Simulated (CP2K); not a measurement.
CP2K run on Bi₂Te₃ (R-3m, 5 atoms in the cell): self-consistent single point.

Level of theory: PBE, GPW, DZVP-MOLOPT-SR-GTH basis, GTH-PBE potentials (GTH_POTENTIALS) in CP2K 2026.2.

The change in words: lattice scaled by 1.03; CUTOFF: 400 Ry → 240 Ry. Reference geometry:
```
CELL_PARAMETERS angstrom
     10.94256     0.00000     0.00000
     10.06803     4.28653     0.00000
     10.06803     2.05406     3.76234
ATOMIC_POSITIONS crystal
  Bi 0.60317 0.60317 0.60317
  Bi 0.39683 0.39683 0.39683
  Te 0.78319 0.78319 0.78319
  Te 0.21681 0.21681 0.21681
  Te 0.00000 0.00000 0.00000
```

Reference input (self-consistent single point, DFT PBE, GPW, DZVP-MOLOPT-SR-GTH basis, GTH-PBE potentials (GTH_POTENTIALS)): CUTOFF = 400 Ry; REL_CUTOFF = 50 Ry; SMEAR/METHOD = FERMI_DIRAC; ELECTRONIC_TEMPERATURE = 232.09 K; KPOINTS/SCHEME = MONKHORST-PACK 5 5 5; XC_FUNCTIONAL = PBE; Bi/BASIS_SET = DZVP-MOLOPT-SR-GTH-q5; Bi/POTENTIAL = GTH-PBE-q5; Te/BASIS_SET = DZVP-MOLOPT-SR-GTH-q6; Te/POTENTIAL = GTH-PBE-q6; METHOD = GPW; EPS_DEFAULT = 1e-10. This run's input differs from it in these lines:

```diff
@@ -16,3 +16,3 @@
     &MGRID
-      CUTOFF 400
+      CUTOFF 240
       REL_CUTOFF 50
@@ -62,4 +62,4 @@
     &CELL
-      ABC 10.94255800 10.94255842 10.94255838
-      ALPHA_BETA_GAMMA 23.06220988 23.06220799 23.06220840
+      ABC 11.27083500 11.27083488 11.27083521
+      ALPHA_BETA_GAMMA 23.06220568 23.06220756 23.06220371
       PERIODIC XYZ
```

The program printed (abridged):

```
 SCF WAVEFUNCTION OPTIMIZATION

  Step     Update method      Time    Convergence         Total energy    Change
     1 NoMix/Diag. 0.40E+00      -     0.46675741       -35.6135861614 -3.56E+01
     2 Broy./Diag. 0.40E+00      -     0.13039975       -35.6333105596 -1.97E-02
     3 Broy./Diag. 0.40E+00      -     0.04285053       -35.7256554606 -9.23E-02
     4 Broy./Diag. 0.40E+00      -     0.00834826       -35.6694220284  5.62E-02
     5 Broy./Diag. 0.40E+00      -     0.00392782       -35.6075504872  6.19E-02
     6 Broy./Diag. 0.40E+00      -     0.00033140       -35.5960373657  1.15E-02
     7 Broy./Diag. 0.40E+00      -     0.00014815       -35.5951885787  8.49E-04
     8 Broy./Diag. 0.40E+00      -     0.00002837       -35.5948683971  3.20E-04
     9 Broy./Diag. 0.40E+00      -     0.00000793       -35.5949742226 -1.06E-04
    10 Broy./Diag. 0.40E+00      -     0.00000465       -35.5950039902 -2.98E-05
    11 Broy./Diag. 0.40E+00      -     0.00000032       -35.5950073733 -3.38E-06
  *** SCF run converged in    11 steps ***

  Overlap energy of the core charge distribution:               0.00000000004139
  Self energy of the core charge distribution:                -76.29838004456829
  Core Hamiltonian energy:                                     15.15272001591979
  Hartree energy:                                              33.58166454477032
  Exchange-correlation energy:                                 -8.03101188913767
  Electronic entropic energy:                                  -0.00000000033021
  Fermi energy:                                                 0.11923226509888

  Total energy:                                               -35.59500737330466
  Total energy (extrapolated to T->0):                        -35.59500737313956

   [... lines left out ...]

 STRESS| Analytical stress tensor [bar]
 STRESS|                        x                   y                   z
 STRESS|      x       -1.38294420069E+04  -1.28648648395E+02  -7.62728982810E+01
 STRESS|      y       -1.28648648395E+02  -1.32248719517E+04  -1.55934608706E+01
 STRESS|      z       -7.62728982810E+01  -1.55934608706E+01  -1.32079333596E+04
 STRESS| 1/3 Trace                                            -1.34207491061E+04
```

The run converged in 11 iterations. Against the reference run the free energy drops by 10.7 meV/atom, the pressure goes from 2.72 to -1.34 GPa, the largest force goes from 0.510 to 0.147 eV/Å and the gap on the mesh goes from 0.580 to 0.560 eV.

The starting cell comes from a database of computed structures (which also holds hypothetical and non-ambient phases and stackings), without a prior relaxation at this level. Its lattice was rescaled by a random factor within 2.5 % of one. For this run, on top of that: lattice scaled by 1.03. Spin-orbit coupling is off. Values carry the incompleteness of an atom-centred basis.

Cost on one core of a shared machine: roughly 3 min.
